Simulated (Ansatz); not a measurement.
An Ansatz (a program for electronic structure) run: HgS with a change (x(O) = 0.333, 6 atoms, C2); Ansatz, PBEsol, PAW, cutoff 420 eV, no spin-orbit coupling.

Input:

Ansatz 0.2 input:
```yaml
crystal:
  lattice:
    - [3.5057316396, -2.0226836393, 0]
    - [3.5057316396, 2.0226836393, 0]
    - [-0.1390926006, 0, 9.0993608654]
  atoms:
    - { symbol: Hg, position: [0.2803215767, 0.7196784233, 0] }
    - { symbol: Hg, position: [0.9826018498, 0.2691107589, 0.6521879003] }
    - { symbol: Hg, position: [0.7308892411, 0.0173981502, 0.3478120997] }
    - { symbol: O, position: [0.5558266557, 0.4441733443, 0.5] }
    - { symbol: S, position: [0.9732195554, 0.5228588788, 0.1741851526] }
    - { symbol: S, position: [0.4771411212, 0.0267804446, 0.8258148474] }
basis: { ecutwfc: 420, ecutrho_ratio: 4, xc_grid: 2, fft_grid_basis: typed }
kpoints: { mp_grid: { grid: [9, 9, 4] } }
hamiltonian:
  xc: pbesol
  dispersion: none
  pseudopotentials: { kind: paw }
scf: { occupations: { method: fermi_dirac, width: 0.05 }, convergence: { dr2_threshold: 0.0000000006 } }
output: { forces: true, stress: true }
checkpoint: { write: state.ck, write_every: 1000 }
```

Output (explanatory and most iteration lines left out):

```
Pseudopotential: Hg, paw, valence charge 20
Pseudopotential: O, paw, valence charge 6
Pseudopotential: S, paw, valence charge 6
Crystal: 6 atoms, lattice volume = 129.047 Å³
Basis set: ecut = 420 eV, 2535 PW (Γ), exchange–correlation on 60×60×128 points (8 copies of the dense FFT grid, shifted against one another)
Bands: 45, of which v1, the nominal top of the filled ones, is band 39 counted from 1 (38 counted from 0)
Symmetry: 2 space group operations
Space group: C2 (ITA 5), of the structure as read, at distance tolerance 5.1e-5 Å
k-points: 95 of 324 (time reversal used)
Functional: x = pbesol(κ = 0.804, μ = 0.12345679012345678), c = pbesol(β = 0.046)
SCF iter   1: F=—  HF=-43333.460405 eV  |F-HF|=—  |Δ(HF+E_count)|=         —  Δρ=8.56e-3  dr2=1.06e-1  ethr=1.77e-3  ⟨swp⟩=6.5  Hψ=15416  notcnv=0  defer=2
SCF iter   2: F=—  HF=-43333.447076 eV  |F-HF|=—  |Δ(HF+E_count)|=   1.33e-2  Δρ=4.31e-3  dr2=2.49e-2  ethr=1.35e-4  ⟨swp⟩=2.2  Hψ=8043  notcnv=0  defer=137
SCF 1 converged in 9 iterations: F = -43333.442641 eV  dr2 = 4.93e-10
SCF converged after 9 iterations
Free energy (F): -43333.442641 eV
Internal energy: -43333.442641 eV  (E = F + TS)
E sigma→0 (E₀):  -43333.442641 eV
Entropy (-TS):   -0.000000 eV (-0.000 meV/atom)
Fermi energy:    9.751261 eV
--- Forces (eV/Å), atoms counted from 1 ---
  atom   1  Hg    -0.00000000     0.00063111     0.00000000
  atom   2  Hg     0.00091460    -0.00043368     0.00352919
  atom   3  Hg    -0.00091460    -0.00043368    -0.00352919
  atom   4  O     -0.00000000     0.00025166     0.00000000
  atom   5  S      0.00059387    -0.00000676    -0.00023378
  atom   6  S     -0.00059387    -0.00000676     0.00023378
--- Stress (GPa, compression-positive) ---
       -0.001195       0.000000       0.005314
        0.000000      -0.000675      -0.000000
        0.005314       0.000000      -0.003432
  P = ⅓ Tr σ = -0.0018 GPa (-0.018 kbar)
```

Each cell is one ordered arrangement of few atoms, which overstates ordering effects compared with a random alloy. Spin-orbit coupling, missing from the scalar runs, can matter with Hg. Whether these cells are dynamically stable was not tested. The cell was made from HgS by this change: x(O) = 0.333, 6 atoms, C2. No dispersion term is included in the PBEsol runs.
